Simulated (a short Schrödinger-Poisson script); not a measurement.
Stack: symmetric double-gate stack, Al2O3 on p-type Si(100), at 300 K.

| layer | material | thickness (nm) | Na (cm⁻³) |
|---|---|---|---|
| 1 | Al2O3 | 6.5 | - |
| 2 | Si | 4 | 2e15 |
| 3 | Al2O3 | 6.5 | - |

The device is made up for the run: typed textbook-type constants, with dimensions and the other settings drawn at random. Al2O3: permittivity 9, conduction-band edge (eV) 2.7, gap (eV) 6.8, electron mass (mₑ) 0.3. Si: permittivity 11.7, conduction-band edge (eV) 0, gap (eV) 1.124, Nv at 300 K (cm⁻³) 3.1e19.

Channel valleys (confinement mass, in-plane density-of-states mass, number): Δ2 0.916, 0.19, 2; Δ4 0.19, 0.417, 4. At the gates, both at one voltage, the conduction-band edge of layer 1 lies 2.86 eV − eVg above the Fermi level of the channel. Gaps are held at their typed values at every temperature. Mesh 0.03 nm at interfaces.

From a short Schrödinger-Poisson script (our own, NumPy): 1D Poisson equation in equilibrium, electrons quantum, Hartree (BenDaniel-Duke, 12 states a valley, the channel's in-plane mass for all, wave functions ending at the dielectric), parabolic valleys, classical holes, full ionisation, no traps, pinning or gate leakage.

The same stack at other levels of the model or other numerical settings:

```json
[
 {"run": "base", "sheet density of all electrons at Vg = 1.6 V (cm⁻²)": "1.84e13", "sheet density of all electrons at Vg = 0.4 V (cm⁻²)": "2.96e12", "capacitance of both gates at Vg = 1.6 V (μF/cm²)": "2.14", "rough cost against the base": "about 1"},
 {"run": "electrons treated as classical, Boltzmann", "sheet density of all electrons at Vg = 1.6 V (cm⁻²)": "(withheld)", "sheet density of all electrons at Vg = 0.4 V (cm⁻²)": "3.83e12", "capacitance of both gates at Vg = 1.6 V (μF/cm²)": "(withheld)", "rough cost against the base": "0.06"},
 {"run": "electrons treated as classical, Fermi-Dirac", "sheet density of all electrons at Vg = 1.6 V (cm⁻²)": "2.05e13", "sheet density of all electrons at Vg = 0.4 V (cm⁻²)": "3.79e12", "capacitance of both gates at Vg = 1.6 V (μF/cm²)": "2.28", "rough cost against the base": "0.2"},
 {"run": "mesh six times as coarse", "sheet density of all electrons at Vg = 1.6 V (cm⁻²)": "1.84e13", "sheet density of all electrons at Vg = 0.4 V (cm⁻²)": "2.97e12", "capacitance of both gates at Vg = 1.6 V (μF/cm²)": "2.14", "rough cost against the base": "0.3"},
 {"run": "one subband a valley", "sheet density of all electrons at Vg = 1.6 V (cm⁻²)": "1.82e13", "sheet density of all electrons at Vg = 0.4 V (cm⁻²)": "2.93e12", "capacitance of both gates at Vg = 1.6 V (μF/cm²)": "(withheld)", "rough cost against the base": "0.6"}
]
```

Task: Complete the blanks.

Result: 
- one subband a valley, capacitance of both gates at Vg = 1.6 V (μF/cm²): 2.11
- electrons treated as classical, Boltzmann, capacitance of both gates at Vg = 1.6 V (μF/cm²): 2.36
- electrons treated as classical, Boltzmann, sheet density of all electrons at Vg = 1.6 V (cm⁻²): 2.10e13

The classical rows ignore confinement, and Boltzmann statistics overrate the density once the band edge passes the Fermi level.
